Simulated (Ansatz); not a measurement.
**A computed series for Ti3Al: pressure series**

Start from Ti$_{3}$Al (space group P6_3/mmc, No. 194).

```
Ti3Al
1.0
    5.75530     0.00000     0.00000
   -2.87765     4.98424     0.00000
    0.00000     0.00000     4.65460
Ti Al
6 2
Direct
  0.83025   0.66050   0.25000
  0.16975   0.83025   0.75000
  0.33950   0.16975   0.25000
  0.16975   0.33950   0.75000
  0.83025   0.16975   0.25000
  0.66050   0.83025   0.75000
  0.33333   0.66667   0.25000
  0.66667   0.33333   0.75000
```

Cell and atoms are relaxed at each pressure.

Calculations: PBE (Ansatz, an electronic-structure program), scalar-relativistic without spin-orbit coupling, earlier PAW set.

Notes on the quantities. enthalpy: H = E + PV relative to the base's energy.

| change | lattice parameter a | enthalpy |
|---|---|---|
| base | 5.755 Å | – |
| pressure −2 GPa | 5.792 Å | -0.21 eV/atom |
| pressure −1 GPa | 5.773 Å | -0.10 eV/atom |
| pressure 0.9 GPa | 5.740 Å | +0.09 eV/atom |
| pressure 2.1 GPa | 5.720 Å | +0.22 eV/atom |
| pressure 4.5 GPa | [?] | +0.46 eV/atom |
| pressure 9 GPa | 5.618 Å | +0.90 eV/atom |
| pressure 15 GPa | 5.544 Å | +1.48 eV/atom |
| pressure 22.5 GPa | 5.463 Å | +2.16 eV/atom |
| pressure 30 GPa | 5.393 Å | +2.82 eV/atom |

Problem. Some entries are withheld; estimate them.

Solution. 
- pressure 4.5 GPa, lattice parameter a: 5.682 Å

Load acts through the strain it causes; cell and atoms are relaxed under it. Whether these cells are dynamically stable was not tested. Competing high-pressure phases were not computed. The final runs are not spin-polarised.
